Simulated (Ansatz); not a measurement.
Partial pair distribution functions of a relaxed model of amorphous Hf$_{24}$O$_{24}$, broadened by 0.06 Å; density 11.18 g/cm³. Computed with PBE, scalar-relativistic without spin-orbit coupling (plane waves to 420 eV, PAW; Ansatz, an electronic-structure program). The usual formal charges leave 48 electrons over, so the level spacing at the Fermi energy parts defect or band states and needn't be the band gap.

The cell was made by melting and quenching with the CHGNet potential and then relaxed with DFT. O atoms were pushed apart under 1.9 Å during the dynamics, to hinder bonds among them. The hot cell started wider than the set density and was brought back towards it in steps. It is the lowest in DFT energy of 3 quenches. It is a model cell: composition and starting density were chosen by hand, and all elements were melted together. No dispersion term was used. Its density started from a set value of 13.07 and ended at 11.18 g/cm³. The quench (nominally 360 K/ps over its main leg) was far faster than any real one, so the model tends to hold more defects than a real film. One small periodic cell is one sample of the glass; other quenches scatter about these values. Volume and shape were free in the relaxation. On a 2×2×2 Γ-centred mesh force components of up to 0.19 eV/Å stay, since the relaxation ran on one k-point at (1/4, 1/4, 1/4).

| r (Å) | g Hf-O | g Hf-Hf | g O-O |
|---|---|---|---|
| 1.85 | 0.01 | 0.00 | 0.00 |
| 1.95 | 0.44 | 0.00 | 0.00 |
| 2.05 | 3.87 | 0.00 | 0.00 |
| 2.15 | 7.29 | 0.00 | 0.00 |
| 2.25 | 4.70 | 0.00 | 0.02 |
| 2.35 | 1.94 | 0.00 | 0.31 |
| 2.45 | 0.90 | 0.00 | 0.99 |
| 2.55 | 0.27 | 0.00 | 2.23 |
| 2.65 | 0.07 | 0.01 | 3.24 |
| 2.75 | 0.02 | 0.19 | 2.71 |
| 2.85 | 0.11 | 0.57 | 2.35 |
| 2.95 | 0.17 | 1.30 | 2.34 |
| 3.05 | 0.04 | 2.08 | 1.72 |
| 3.15 | 0.01 | 2.42 | 1.22 |
| 3.25 | 0.12 | 3.52 | 0.83 |
| 3.35 | 0.25 | 2.91 | 0.73 |
| 3.45 | 0.35 | 2.38 | 0.57 |
| 3.55 | 0.62 | 2.29 | 0.38 |
| 3.65 | 0.95 | 1.30 | 0.61 |
| 3.75 | 1.40 | 0.95 | 1.12 |
| 3.85 | 1.41 | 0.91 | 1.17 |
| 3.95 | 1.08 | 0.89 | 0.69 |
| 4.05 | 1.23 | 1.06 | 1.13 |
| 4.15 | 1.58 | 0.88 | 1.69 |

Within 2.68 Å each Hf has 4.08 O neighbours on average.
